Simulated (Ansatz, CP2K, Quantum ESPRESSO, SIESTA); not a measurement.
One structure in several programs: Ca₂GaCu₂ (P1, 5 atoms in the cell)

Self-consistent single point, at a second geometry (atoms moved at random). First geometry:

```
Ca2GaCu2
1.0
   -2.18686     2.72865     4.58024
    2.18686    -2.72865     4.58024
    2.18686     2.72865    -4.58024
Ca Ga Cu
2 1 2
Cartesian
  2.18686   0.00000   2.79844
  0.00000   2.72865   1.78181
  0.00000   0.00000   0.00000
  0.00000   1.34506   4.58024
  2.18686   1.38359   0.00000
```

Second geometry:
```
CELL_PARAMETERS angstrom
     -2.18686     2.72865     4.58024
      2.18686    -2.72865     4.58024
      2.18686     2.72865    -4.58024
ATOMIC_POSITIONS crystal
  Ca 0.29683 0.79534 0.48620
  Ca 0.69793 0.20520 0.51320
  Ga 0.00344 0.00387 0.00944
  Cu 0.74424 0.49280 0.23685
  Cu 0.25756 0.50279 0.75431
```

Shared settings, as Ansatz (a quantum-chemistry and plane-wave program) writes them: kpoints.mp_grid.grid = 5 5 5; scf.occupations.method = fermi_dirac; scf.occupations.width = 0.1 eV. Potentials and cutoffs stand in the table.

```json
[
 {"code": "CP2K", "model": "PBEsol, GPW, DZVP-MOLOPT-SR-GTH basis, GTH-PBE potentials (GTH_POTENTIALS)", "ΔF from the first geometry (meV/atom)": "3.9", "pressure (GPa)": "-3.74", "largest force (eV/Å)": "0.240", "cutoff": "grid 600 Ry"},
 {"code": "Quantum ESPRESSO", "model": "PBEsol, GBRV 1.5 ultrasoft (PBESOL) pseudopotentials", "ΔF from the first geometry (meV/atom)": "3.7", "pressure (GPa)": "-4.80", "largest force (eV/Å)": "0.241", "cutoff": "50 Ry"},
 {"code": "Ansatz", "model": "PBEsol, default PAW files made with PBE", "ΔF from the first geometry (meV/atom)": "3.7", "pressure (GPa)": "-4.51", "largest force (eV/Å)": "0.240", "cutoff": "420 eV"},
 {"code": "SIESTA", "model": "GGA PBEsol, numerical atomic orbitals DZP, PseudoDojo PBEsol standard norm-conserving potentials (rewritten from UPF to PSML)", "ΔF from the first geometry (meV/atom)": "4.6", "pressure (GPa)": "1.43", "largest force (eV/Å)": "0.340", "cutoff": "grid 400 Ry"}
]
```

Size of the force on each atom (eV/Å): Sizes of forces hide their directions.

| code | Ca1 | Ca2 | Ga3 | Cu4 | Cu5 |
|---|---|---|---|---|---|
| CP2K | 0.240 | 0.204 | 0.192 | 0.153 | 0.111 |
| Quantum ESPRESSO | 0.241 | 0.198 | 0.176 | 0.138 | 0.105 |
| Ansatz | 0.240 | 0.197 | 0.175 | 0.140 | 0.106 |
| SIESTA | 0.295 | 0.340 | 0.248 | 0.243 | 0.148 |

On Ansatz's run: spin polarisation is off.

The spread over the programs that give each value: ΔF from the first geometry within 0.9 meV/atom; pressure within 6.23 GPa; largest force within 0.100 eV/Å.

CP2K and SIESTA use small atom-centred bases, whose incompleteness enters pressures, forces and empty levels differently from a plane-wave cutoff. Ansatz's pressure is given at a fixed set of plane waves, as the other plane-wave codes print theirs. In the pressure, SIESTA (by 6.09) lies more than 1 GPa from the median of the plane-wave programs. In the force vectors, SIESTA (by 0.229) lies more than 0.08 eV/Å from the median of the plane-wave programs.

The starting cell comes from a database of computed structures (which also holds hypothetical and non-ambient phases and stackings), without a prior relaxation at this level. Its lattice was rescaled by a random factor within 2.5 % of one. For this run, on top of that: atoms moved at random.

Keys are those of Ansatz 0.2.
